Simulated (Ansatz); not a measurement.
MgTe: transverse stress against strain

MgTe (wurtzite, P6_3mc, 32.298 Å³/atom at rest, c along z) under a strain ε along c (axis z), the other axes held. LDA in Ansatz, a plane-wave DFT program (PAW, default set), 420 eV, 9×9×5 Γ-centred mesh, Fermi-Dirac smearing 0.05 eV; ions are relaxed within the symmetry of each cell. Stress is positive for a compressed cell.

Here s stands for strain and y for stress xx.

```csv
strain (%),stress xx (GPa)
-1.20,0.35
-0.60,0.17
0.00,0.00
0.60,-0.16
1.20,-0.32
3.00,?
```

Problem. Using a straight line, estimate the missing y at s = 3.00 from the other rows, showing the fit.

Solution. Means: s 0, y 0.008. About the means, the sum of products is -1.0020 and the sum of squares of s is 3.6000; the slope is their ratio. Least squares gives y = 0.008 - 0.2783·s. Residuals (row less fit): 0.008, -0.005, -0.008, -0.001, 0.006; standard error 0.008 (degrees of freedom: 3). The slope gives the elastic constant C13 = 28 ± 0.4 GPa. At the withheld row, y = 0.008 - 0.2783 × 3.0 = -0.827 GPa. The calculation gives -0.75 GPa, 0.077 GPa above the prediction (7.0 % of the range of y in the table). The row lies outside the fitted rows, so this is an extrapolation. From the scatter of the fitted rows alone, a prediction at this place has a standard error of 0.015 GPa, so the miss is 5.1 times that.

One order more, fitted to all 11 runs of the series, follows each within 0.01, so the miss is the next term of a smooth law. Rows are the converged runs of the series near zero and its far end; series whose fitted rows scatter by over a few per cent of the range, as at a crossing or softening among them, aren't shown in this form. Most that stay on the fit to the last digits aren't either.
